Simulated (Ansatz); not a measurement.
Troubleshooting Ansatz (a first-principles code): a failed run on LiF (Fm-3m, 2 atoms in the cell). The aim is a self-consistent single point with DFT, PBE, plane waves, PAW files.

Cell that was meant: a = 2.8230 Å, b = 2.8230 Å, c = 2.8230 Å, α = 60.00°, β = 60.00°, γ = 60.00°.

Part of the input:

Ansatz 0.2 input:
```yaml
  atoms:
    - { symbol: Li, position_ang: [0.000000, 0.000000, 0.000000] }
    - { symbol: F, position_ang: [1.996185, 1.996185, 1.996185] }
    - { symbol: F, position_ang: [2.013206, 2.018317, 2.194227] }
basis:
  ecutwfc: 30.9 Ry
kpoints:
```

The program printed (abridged):

```
Error: inconsistent input (scf.occupations.method, magnetization): a σ = 0 step fill (method: fixed, or a smearing width below the step floor) cannot realise an odd electron count (17) without a locked total moment — the per-k integer fill puts the same N_el/2 bands in each spin channel; set magnetization.spin_polarized: true with magnetization.spin_locking.lock_magnetization: hard and an odd magnetization.initial_magnetization (the unpaired electron then fills one channel), or use a smearing method with a finite width, such as fermi_dirac
```

From the messages shown, name the fault and mend the input.

The fault is one atom entered twice; here the program stops on it instead of giving results. To fix it, remove the duplicate atom. The program stopped before any SCF iteration.

An input that runs soundly differs in these lines (not the only fix; some lines may just follow from the change or write a value another way):
```diff
-    - { symbol: F, position_ang: [2.013206, 2.018317, 2.194227] }
```

With that input, the run converged in 7 iterations: free energy E − TS (on the zero of these files) -1016.1649 eV; top of the valence band (on the code's own zero) 1.18 eV; gap on the k-point mesh 9.33 eV; pressure 4.19 GPa (DFT, PBE, plane waves, PAW files).

On the sound input: the starting cell comes from a database of computed structures (which also holds hypothetical and non-ambient phases and stackings), without a prior relaxation at this level. Its lattice was rescaled by a random factor within 2.5 % of one. With a pressure of about 4 GPa the cell is away from its equilibrium volume at this level. Ansatz's pressure includes its estimate of the finite-basis (Pulay) stress.
